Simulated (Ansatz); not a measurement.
**Hypothetical diamond Fe under a change: 5 layers**

The parent structure is Fe in the diamond structure (space group Fd-3m, No. 227; a = 4.873 Å; non-magnetic; a hypothetical phase, not in the database extracts checked). Axes: x, y, z lie along the cube axes.

The change: a free-standing slab of 5 layers (10 atoms, 2 a layer) is cut normal to [110], with 15 Å of vacuum and the in-plane cell held at bulk.

All numbers come from Ansatz (a program for electronic structure) PBE, no spin-orbit coupling. k-mesh 14×10×1 (Γ-centred); smearing 0.05 eV (Fermi–Dirac), for the changed cell.

| quantity | base | changed | shift |
|---|---|---|---|
| shortest interatomic distance | 2.110 Å | 2.073 Å | -0.037 Å |
| band gap | zero | zero | – |
| excess energy per area of both faces (slab less bulk energy over the cell's area: twice a surface energy) (uncertain by up to 0.10 J/m²) | – | 4.2 J/m² | – |
| thickness between the outermost nuclei | – | 7.01 Å | – |
| change of the spacing d23 from its bulk value of 1.723 Å | – | +2.0 % | – |

Final structure:

```
Fe
1.0
    3.44606     0.00000     0.00000
    0.00000     4.87347     0.00000
    0.00000     0.00000    21.89213
Fe
10
Direct
  0.75000   0.98580   0.33990
  0.25000   0.26420   0.33990
  0.25000   0.49309   0.41973
  0.75000   0.75691   0.41973
  0.75000   0.99908   0.50000
  0.25000   0.25092   0.50000
  0.25000   0.49309   0.58027
  0.75000   0.75691   0.58027
  0.75000   0.98580   0.66010
  0.25000   0.26420   0.66010
```

Slab and bulk use different k-meshes, which limits the precision of the excess energy. Whether these cells are dynamically stable was not tested. Starting moments died away, wholly or in part, for the base; another magnetic solution may exist. All final runs are without spin polarisation. Fe has a high density of states at the Fermi level and may be magnetic at this level.
